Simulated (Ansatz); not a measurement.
ZnWO4 (P2/c, No. 13), treated with PBEsol (Ansatz, an electronic-structure program, PAW).

Settings: plane-wave cutoff 520 eV, 8×6×8 k mesh (along the axes of the cell as run), no spin polarisation, scalar-relativistic PAW data made under PBE.

Computed at the level's own relaxed cell.

Hill averages of the elastic tensor: K = 157.2 GPa, G = 54.4 GPa. Volume 10.902 Å³/atom, mean atomic mass 52.208 u.

Work out the density, the sound velocities of a polycrystal and the elastic Debye temperature at this level.

ρ = 1.66054 × 52.208/10.902 = 7.952 g/cm³. v_l = √[(K + 4G/3)/ρ] = 5.375 km/s and v_t = √(G/ρ) = 2.616 km/s. The mean follows from 3/v_m³ = 1/v_l³ + 2/v_t³: v_m = 2.939 km/s. Θ_D = (ħ/k_B) v_m (6π²/V)^(1/3) = 76.38 K Å s/km × 2.939 × 1.7578 Å⁻¹ = 395 K, counting all atoms of the cell.
